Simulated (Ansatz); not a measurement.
hypothetical R-3m LuCuSe2 with two functionals

Base system: LuCuSe₂ (space group R-3m, No. 166; a = 3.995 Å, c = 18.405 Å (hexagonal axes); a hypothetical phase, not in the database extracts checked).

(Cell as relaxed with PBE.)

Levels (all Ansatz, an electronic-structure program, PAW): PBE (420 eV, scalar-relativistic without spin-orbit coupling); r2SCAN (500 eV, scalar-relativistic without spin-orbit coupling).

Each level relaxes its own structure.

```json
[
 {"quantity": "volume per atom", "PBE": "21.20 Å³", "r2SCAN": "[?]"},
 {"quantity": "lattice parameter a", "PBE": "3.995 Å", "r2SCAN": "[?]"},
 {"quantity": "lattice parameter c", "PBE": "18.405 Å", "r2SCAN": "[?]"},
 {"quantity": "band gap", "PBE": "1.04 eV", "r2SCAN": "[?]"},
 {"quantity": "gap character", "PBE": "indirect, T → F", "r2SCAN": "[?]"}
]
```

**Question.** Predict the r2SCAN column.

**Answer.** 
- volume per atom, r2SCAN: 20.88 Å³
- lattice parameter a, r2SCAN: 3.967 Å
- lattice parameter c, r2SCAN: 18.389 Å
- band gap, r2SCAN: 1.28 eV
- gap character, r2SCAN: indirect, T → F

PBE's volume per atom lies 0.32 Å³ above r2SCAN's (1.5 %); PBE's lattice parameter a lies 0.028 Å above r2SCAN's (0.7 %); PBE's lattice parameter c lies 0.016 Å above r2SCAN's (0.1 %); PBE's band gap lies 0.24 eV below r2SCAN's; the two agree on the gap character. Neither level is exact; r2SCAN is the comparison here, not a measurement.

Whether these cells are dynamically stable was not tested. The final runs are not spin-polarised.
